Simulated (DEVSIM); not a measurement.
System: GaP p-n junction from an implanted or diffused profile, at 300 K.

```tsv
layer (left to right)	material	thickness (μm)	Nd (cm⁻³)	τn (s)	τp (s)
1	GaP	41.0	6.5e15	3.9e-7	3.9e-7
```

Added acceptor profile: 2.2e18 cm⁻³ × exp(−(x − 0.083 μm)²/(2·(0.22 μm)²)). Left contact: ohmic. Right contact: ohmic. Voltage is applied to the left contact. Recombination: SRH at mid-gap, radiative, Auger. Mobility is μmin + (μ − μmin)/(1 + (N/Nref)^α).

This is a model device: material constants are rounded textbook-type values typed into the input, and sizes, dopings and lifetimes were drawn at random. Values at 300 K.

```tsv
parameter	GaP
gap (eV)	2.26
affinity (eV)	3.8
permittivity	11.1
Nc (cm⁻³)	1.8e19
Nv (cm⁻³)	1.9e19
μn (cm²/Vs)	250
μp (cm²/Vs)	150
μn,min	10
μp,min	10
Nref,n	4.4e18
Nref,p	1e18
αn	0.8
αp	0.85
B (cm³/s)	1e-13
Cn (cm⁶/s)	1e-30
Cp (cm⁶/s)	1e-30
```

Simulated with DEVSIM: 1D drift-diffusion, Boltzmann statistics, complete ionisation; no tunnelling, impact ionisation, image-force lowering or self-heating.

The doping Nd of layer 1 was swept, all else fixed.

| doping Nd of layer 1 (cm^-3) | potential step across the device at zero bias (V) | dark forward voltage at 1 A/cm² (V) | dark forward voltage at 100 A/cm² (V) |
|---|---|---|---|
| 2e14 | 1.908 | 1.858 | 3.063 |
| 6.5e14 | 1.938 | 1.836 | 2.440 |
| 2e15 | 1.967 | (withheld) | (withheld) |
| 6.5e15 | 1.997 | 1.831 | 2.207 |
| 2e16 | 2.026 | 1.844 | 2.138 |
| 6.5e16 | 2.056 | 1.859 | 2.080 |
| 2e17 | 2.083 | 1.865 | 2.034 |

### Question
What belongs in the gaps?

### Answer

- 2e15, dark forward voltage at 1 A/cm² (V): 1.827
- 2e15, dark forward voltage at 100 A/cm² (V): 2.303
